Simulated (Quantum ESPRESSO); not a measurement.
A self-consistent single point of SnO2 (P4_2/mnm, 6 atoms in the cell) with Quantum ESPRESSO.

Computed with LDA (PZ), GBRV 1.5 ultrasoft (LDA) pseudopotentials (plane waves; Quantum ESPRESSO).

```xyz
6
Lattice="4.8777 0.0000 0.0000 0.0000 4.8777 0.0000 0.0000 0.0000 3.2835" Properties=species:S:1:pos:R:3 pbc="T T T"
Sn     2.4389     2.4389     1.6418
Sn     0.0000     0.0000     0.0000
O      0.9464     3.9313     1.6418
O      3.9313     0.9464     1.6418
O      3.3853     3.3853     0.0000
O      1.4924     1.4924     0.0000
```

Reference input (self-consistent single point, DFT, PBE, plane waves, GBRV 1.5 ultrasoft (PBE) pseudopotentials): ecutwfc = 40 Ry; ecutrho = 200 Ry; occupations = fixed; potentials = {Sn: sn_pbe_v1.4.uspp.F.UPF, O: o_pbe_v1.2.uspp.F.UPF}; K_POINTS = automatic 7 7 10 0 0 0; nbnd = 30; conv_thr = 1e-09 Ry; mixing_beta = 0.4. This run's input differs from it in these lines:

```diff
@@ -25,4 +25,4 @@
 ATOMIC_SPECIES
-Sn   118.7100  sn_pbe_v1.4.uspp.F.UPF
-O     15.9990  o_pbe_v1.2.uspp.F.UPF
+Sn   118.7100  sn_lda_v1.4.uspp.F.UPF
+O     15.9990  o_lda_v1.2.uspp.F.UPF
 ATOMIC_POSITIONS {crystal}
```

Output, abridged:

```
     Self-consistent Calculation

     iteration #  1     ecut=    40.00 Ry     beta= 0.40

---- Real-time Memory Report at c_bands before calling an iterative solver
           123 MiB given to the printing process from OS
            87 MiB allocation reported by mallinfo(arena+hblkhd)
------------------

     total energy              =    -446.75483056 Ry
     estimated scf accuracy    <       1.61793481 Ry

     iteration #  2     ecut=    40.00 Ry     beta= 0.40

---- Real-time Memory Report at c_bands before calling an iterative solver
           197 MiB given to the printing process from OS
   [... lines left out ...]

---- Real-time Memory Report at c_bands before calling an iterative solver
           201 MiB given to the printing process from OS
           101 MiB allocation reported by mallinfo(arena+hblkhd)
------------------

     total energy              =    -447.08151081 Ry
     estimated scf accuracy    <          7.8E-09 Ry

     iteration # 11     ecut=    40.00 Ry     beta= 0.40

---- Real-time Memory Report at c_bands before calling an iterative solver
           201 MiB given to the printing process from OS
           101 MiB allocation reported by mallinfo(arena+hblkhd)
------------------
     End of self-consistent calculation

     highest occupied, lowest unoccupied level (ev):     7.9092    8.0659

!    total energy              =    -447.08151081 Ry
     estimated scf accuracy    <          4.1E-10 Ry

     convergence has been achieved in  11 iterations

     Forces acting on atoms (cartesian axes, Ry/au):

     atom    1 type  1   force =     0.00000000    0.00000000    0.00000000
     atom    2 type  1   force =     0.00000000    0.00000000    0.00000000
     atom    3 type  2   force =    -0.00773789    0.00773789    0.00000000
     atom    4 type  2   force =     0.00773789   -0.00773789    0.00000000
     atom    5 type  2   force =    -0.00773789   -0.00773789    0.00000000
     atom    6 type  2   force =     0.00773789    0.00773789    0.00000000

     Total force =     0.021886     Total SCF correction =     0.000003

          total   stress  (Ry/bohr**3)                   (kbar)     P=     -154.46
  -0.00096480   0.00000000   0.00000000         -141.93        0.00        0.00
   0.00000000  -0.00096480   0.00000000            0.00     -141.93        0.00
   0.00000000   0.00000000  -0.00122044            0.00        0.00     -179.53

   JOB DONE.
```

The run converged in 11 iterations. Against the reference run the pressure goes from -5.71 to -15.45 GPa, the largest force goes from 0.188 to 0.281 eV/Å and the gap on the mesh goes from 0.296 to 0.157 eV.

The starting cell comes from a database of computed structures (which also holds hypothetical and non-ambient phases and stackings), without a prior relaxation at this level. Its lattice was rescaled by a random factor within 2.5 % of one. With a pressure of about -15 GPa the cell is away from its equilibrium volume at this level.

Cost on one core of a shared machine: roughly 60 s.
